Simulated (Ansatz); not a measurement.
Defect: Mg vacancy in rock-salt MgO, charge state -2. Computed with PBE, PAW (plane waves to 420 eV; Ansatz, a program for electronic structure).

64-site cell at the relaxed PBE lattice, the Γ point alone, smearing 0.01 eV, spin-restricted, no finite-size correction. No zero-point or tunnelling terms. The charge state is imposed; whether it is stable for some Fermi level was not computed. Forms of the defect that were not tried may lie lower.

Barriers: single points on a 2×2×2 k-point mesh shifted by half a step at the bands' geometries.

Relaxed starting cell (atoms counted from 1):

```
CELL_PARAMETERS angstrom
      8.50724     0.00000     0.00000
      0.00000     8.50724     0.00000
      0.00000     0.00000     8.50724
ATOMIC_POSITIONS crystal
  Mg 0.99923 0.00031 0.50105
  Mg 0.99923 0.50031 0.00103
  Mg 0.99927 0.50033 0.50108
  Mg 0.49928 0.00032 0.00107
  Mg 0.49923 0.00031 0.50102
  Mg 0.49926 0.50029 0.00103
  Mg 0.49924 0.50032 0.50106
  O  0.26485 0.00028 0.00106
  O  0.25222 0.00029 0.50101
  O  0.25222 0.50035 0.00104
  O  0.25053 0.50032 0.50103
  O  0.73368 0.00032 0.00102
  O  0.74636 0.00031 0.50106
  O  0.74635 0.50028 0.00104
  O  0.74801 0.50030 0.50104
  Mg 0.99928 0.24347 0.24425
  Mg 0.99926 0.24339 0.75790
  Mg 0.99923 0.75721 0.24416
  Mg 0.99924 0.75729 0.75801
  Mg 0.49925 0.24850 0.24924
  Mg 0.49922 0.24852 0.75286
  Mg 0.49924 0.75214 0.24924
  Mg 0.49924 0.75212 0.75285
  O  0.24935 0.25036 0.25111
  O  0.24935 0.25037 0.75095
  O  0.24935 0.75025 0.25109
  O  0.24934 0.75026 0.75100
  O  0.74919 0.25038 0.25111
  O  0.74921 0.25040 0.75095
  O  0.74921 0.75024 0.25113
  O  0.74921 0.75024 0.75097
  Mg 0.24232 0.00031 0.24415
  Mg 0.24243 0.00032 0.75791
  Mg 0.24744 0.50032 0.24922
  Mg 0.24741 0.50033 0.75289
  Mg 0.75615 0.00032 0.24417
  Mg 0.75604 0.00031 0.75787
  Mg 0.75105 0.50033 0.24923
  Mg 0.75108 0.50031 0.75288
  O  0.99927 0.00032 0.26663
  O  0.99930 0.00033 0.73545
  O  0.99929 0.50029 0.25397
  O  0.99929 0.50031 0.74811
  O  0.49930 0.00031 0.25397
  O  0.49927 0.00031 0.74810
  O  0.49928 0.50031 0.25231
  O  0.49927 0.50031 0.74977
  Mg 0.24237 0.24340 0.00104
  Mg 0.24744 0.24850 0.50105
  Mg 0.24237 0.75719 0.00106
  Mg 0.24739 0.75213 0.50103
  Mg 0.75620 0.24338 0.00104
  Mg 0.75105 0.24854 0.50107
  Mg 0.75606 0.75720 0.00105
  Mg 0.75105 0.75211 0.50105
  O  0.99930 0.26589 0.00103
  O  0.99929 0.25324 0.50103
  O  0.99924 0.73475 0.00105
  O  0.99928 0.74739 0.50102
  O  0.49924 0.25322 0.00101
  O  0.49927 0.25157 0.50104
  O  0.49934 0.74739 0.00104
  O  0.49928 0.74906 0.50104
```
Cell charge -2.

End state 1 differs by these moves (Å; atoms that move under 0.08 Å are left out):

```tsv
atom	element	Δx	Δy	Δz
1	Mg	0.00	0.06	-0.06
2	Mg	0.00	-0.06	0.06
3	Mg	0.00	-0.06	-0.06
8	O	-0.13	0.00	0.00
12	O	0.13	0.00	0.00
16	Mg	0.00	-2.01	-2.01
17	Mg	0.00	0.06	-0.06
18	Mg	0.00	-0.06	0.06
19	Mg	0.00	-0.06	-0.06
24	O	0.13	0.00	0.00
28	O	-0.13	0.00	0.00
32	Mg	0.00	0.06	0.06
36	Mg	0.00	0.06	0.06
40	O	0.00	-0.13	-0.13
41	O	0.00	-0.02	0.13
42	O	0.00	0.13	-0.02
48	Mg	0.00	0.06	0.06
52	Mg	0.00	0.06	0.06
56	O	0.00	-0.13	-0.13
57	O	0.00	-0.02	0.13
58	O	0.00	0.13	-0.02
```

Task: What is the computed forward and backward barriers to end state 1 (PBE, PAW)?

Result: forward 2.00 eV, backward 2.00 eV; at the saddle point atom 16 has neighbours 2 O at 1.81 Å. The saddle point's order was not checked, and it lies on a symmetry element of the cell, where a band can be held.
